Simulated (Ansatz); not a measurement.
Output of an Ansatz run (abridged):

```
WARN ansatz: RAYON_NUM_THREADS=1 ignored (pool sized by the plan → 1); use --threads N
Pseudopotentials: kind: paw
Pseudopotential: W, paw, valence charge 14
Pseudopotential: Se, paw, valence charge 16
Crystal: 6 atoms, lattice volume = 122.569 Å³
Basis set: ecut = 420.4159175005146 eV, 2443 PW (Γ), exchange–correlation on 48×48×180 points (8 copies of the dense FFT grid, shifted against one another)
Bands: 56, of which v1, the nominal top of the filled ones, is band 46 counted from 1 (45 counted from 0)
Symmetry: 24 space group operations
Space group: P63/mmc (ITA 194), of the structure as read, at distance tolerance 5.0e-5 Å
k-points: 24 of 162
PAW frozen core: W, regenerated for the run's functional, and the local potential with it
PAW frozen core: Se, regenerated for the run's functional, and the local potential with it
Initial density: superposition of atomic densities (neutral atoms: chi_scale 0, normalization atom), corrected by the library's trained network
Initial wavefunctions: pseudopotential atomic-orbital guess
Eigensolver: davidson
Functional: x = pbesol(κ = 0.804, μ = 0.12345679012345678), c = pbesol(β = 0.046)
SCF iter   1: F=—  HF=-42213.506694 eV  |F-HF|=—  |Δ(HF+E_count)|=         —  Δρ=4.84e-3  dr2=1.63e-2  ethr=1.77e-3  ⟨swp⟩=6.2  Hψ=4900  notcnv=0  defer=1
all-band conjugate gradients solve this SCF's bands
preconditioner: auto → Resta (q_TF=auto, 2.601 Å⁻¹)
SCF iter   2: F=—  HF=-42213.509887 eV  |F-HF|=—  |Δ(HF+E_count)|=   3.19e-3  Δρ=2.67e-3  dr2=3.17e-3  ethr=1.77e-5  ⟨swp⟩=3.0  Hψ=2767  notcnv=0  defer=28
SCF iter   3: F=—  HF=-42213.511663 eV  |F-HF|=—  |Δ(HF+E_count)|=   1.78e-3  Δρ=1.36e-3  dr2=8.73e-4  ethr=3.45e-6  ⟨swp⟩=1.9  Hψ=1345  notcnv=0  defer=28
SCF iter   4: F=—  HF=-42213.512383 eV  |F-HF|=—  |Δ(HF+E_count)|=   7.21e-4  Δρ=1.17e-4  dr2=4.29e-5  ethr=9.49e-7  ⟨swp⟩=2.0  Hψ=1720  notcnv=0  defer=28
SCF iter   5: F=—  HF=-42213.512386 eV  |F-HF|=—  |Δ(HF+E_count)|=   2.39e-6  Δρ=6.00e-5  dr2=7.94e-6  ethr=4.66e-8  ⟨swp⟩=2.2  Hψ=2237  notcnv=0  defer=28
SCF iter   6: F=—  HF=-42213.512391 eV  |F-HF|=—  |Δ(HF+E_count)|=   5.33e-6  Δρ=1.58e-5  dr2=3.61e-7  ethr=8.63e-9  ⟨swp⟩=3.0  Hψ=2361  notcnv=0  defer=28
SCF iter   7: F=-42213.512391 eV  HF=-42213.512391 eV  |F-HF|=1.31e-8  |Δ(HF+E_count)|=   3.28e-7  Δρ=4.10e-6  dr2=2.92e-8  ethr=1.09e-10  ⟨swp⟩=9.4  Hψ=5389  notcnv=0
SCF 1 converged in 7 iterations: F = -42213.512391 eV  dr2 = 2.92e-8
SCF converged after 7 iterations
Free energy (F): -42213.512391 eV
Harris-Foulkes:  -42213.512391 eV  (|F-HF|=1.31e-8)
Internal energy: -42213.512390 eV  (E = F + TS)
E sigma→0 (E₀):  -42213.512391 eV
Entropy (-TS):   -0.000002 eV (-0.000 meV/atom)
Fermi energy:    13.108026 eV
--- Per-component energies (eV) ---
  E_band       = -1709.088880
  E_kinetic    = 1377.133738
  E_local      = -11487.983676  (includes V_loc(G=0)·N_el)
  E_nonlocal   = -2361.872068
  E_hartree    = 5510.307896
  E_xc         = -945.087028
  E_vxc        = -871.446439  (∫ρ·V_xc dr)
  E_paw        = -24344.759611  (= ΣΔE_a)
  E_vpaw       = 614.466695  (= ΣTr[D̂ρ^β])
  E_aug_tail   = -0.002508  (compensation charges beyond the density's cutoff)
  E_ewald      = -9965.726519
  E_core_change = 4.477386  (= ΣΔE_core)
  E_smearing   = -0.000002  (= −TS)
  E_closure    = 0.000000  (closes the sum)
  Σ components = -42213.512391   (vs F -42213.512391, Δ=0.00e0)
--- Forces (eV/Å), atoms counted from 1 ---
  atom   1  W      0.00000000     0.00000000     0.00000000
  atom   2  W     -0.00000000    -0.00000000     0.00000000
  atom   3  Se     0.00000000     0.00000000    -0.28607800
  atom   4  Se    -0.00000000    -0.00000000    -0.28607800
  atom   5  Se    -0.00000000    -0.00000000     0.28607800
  atom   6  Se     0.00000000     0.00000000     0.28607800
  max |Σ_I F_I| component: 1.11e-16 eV/Å
--- Stress (GPa, compression-positive) ---
       -2.561175       0.000000       0.000000
        0.000000      -2.561175       0.000000
        0.000000       0.000000      -2.022343
  P = ⅓ Tr σ = -2.3816 GPa (-23.816 kbar)
  The stress holds the Pulay correction. Without it, at fixed plane waves, as pw.x and ABINIT print it: P = -2.4113 GPa
--- Band table (eV; the first three rows and the last of 24) ---
  k-point 0: bands = ["-61.5666", "-61.5666", "-35.1953", "-35.1953", "-35.1952", "-35.1952", "-35.1947", "-35.1947", "-35.1947", "-35.1947", "-35.1676", "-35.1676", "-35.1674", "-35.1674", "-35.1665", "-35.1665", "-35.1663", "-35.1663", "-35.1562", [...]
  k-point 1: bands = ["-61.5666", "-61.5666", "-35.1953", "-35.1953", "-35.1953", "-35.1953", "-35.1947", "-35.1947", "-35.1947", "-35.1947", "-35.1675", "-35.1675", "-35.1675", "-35.1675", "-35.1664", "-35.1664", "-35.1664", "-35.1664", "-35.1561", [...]
  k-point 2: bands = ["-61.5654", "-61.5654", "-35.1952", "-35.1951", "-35.1948", "-35.1948", "-35.1948", "-35.1947", "-35.1942", "-35.1942", "-35.1677", "-35.1677", "-35.1675", "-35.1674", "-35.1668", "-35.1666", "-35.1666", "-35.1663", "-35.1560", [...]
  k-point 23: bands = ["-61.5553", "-61.5553", "-35.1935", "-35.1935", "-35.1924", "-35.1924", "-35.1922", "-35.1922", "-35.1921", "-35.1921", "-35.1694", "-35.1694", "-35.1685", "-35.1685", "-35.1676", "-35.1676", "-35.1674", "-35.1674", [...]
```

The structure:

```
CELL_PARAMETERS angstrom
      1.64820    -2.85477     0.00000
      1.64820     2.85477     0.00000
      0.00000     0.00000    13.02480
ATOMIC_POSITIONS crystal
  W  0.33333 0.66667 0.25000
  W  0.66667 0.33333 0.75000
  Se 0.33333 0.66667 0.87900
  Se 0.66667 0.33333 0.37900
  Se 0.66667 0.33333 0.12100
  Se 0.33333 0.66667 0.62100
```

Reconstruct the input of this run.

Other spellings and defaults could give the same log, and not every line can be read from it. The input that was run (DFT, PBEsol, plane waves, default PAW files made with PBE):

Ansatz 0.2 input:
```yaml
# WSe2
crystal:
  lattice:
    - [1.64820000, -2.85476600, 0.00000000]
    - [1.64820000, 2.85476600, 0.00000000]
    - [0.00000000, 0.00000000, 13.02480000]
  atoms:
    - { symbol: W, position: [0.33333333, 0.66666667, 0.25000000] }
    - { symbol: W, position: [0.66666667, 0.33333333, 0.75000000] }
    - { symbol: Se, position: [0.33333333, 0.66666667, 0.87900000] }
    - { symbol: Se, position: [0.66666667, 0.33333333, 0.37900000] }
    - { symbol: Se, position: [0.66666667, 0.33333333, 0.12100000] }
    - { symbol: Se, position: [0.33333333, 0.66666667, 0.62100000] }
basis:
  ecutwfc: 30.9 Ry
kpoints:
  mp_grid: { grid: [9, 9, 2] }
hamiltonian:
  xc: pbesol
  pseudopotentials: { kind: paw }
scf:
  occupations: { method: fermi_dirac, width: 0.0037 Ry }
output:
  forces: true
  eigenvalues: true
  stress: true
```

The starting cell has typed, rounded lattice constants, without a prior relaxation at this level. Its lattice was rescaled by up to half a per cent. Spin-orbit coupling is off. Ansatz's pressure includes its estimate of the finite-basis (Pulay) stress.

Ansatz is a first-principles code.
